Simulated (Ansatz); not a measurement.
TiO2 in the anatase structure (space group I4_1/amd, No. 141)

```xyz
6
Lattice="-1.8994 1.8994 4.8504 1.8994 -1.8994 4.8504 1.8994 1.8994 -4.8504" Properties=species:S:1:pos:R:3 pbc="T T T"
Ti     0.0000     0.0000     4.8504
Ti     1.8994     0.0000     2.4252
O      0.0000     0.0000     2.8476
O      1.8994     0.0000     0.4224
O      1.8994     0.0000     4.4280
O      0.0000     0.0000     6.8532
```

Level of theory: PBE, PAW, 420 eV (Ansatz, a quantum-chemistry and plane-wave program; without spin-orbit coupling). Settings: 12×12×12 k-points, 0.05 eV Fermi–Dirac smearing.

- Volume per atom: 11.67 Å³
- Density: 3.79 g/cm³
- Band gap: 2.13 eV, indirect, Γ–X (87 % along) → Γ
- Total energy: -1212.917 eV/atom (σ→0; compares only within this code and set-up)

No phonon test of stability was made. All final runs are without spin polarisation.
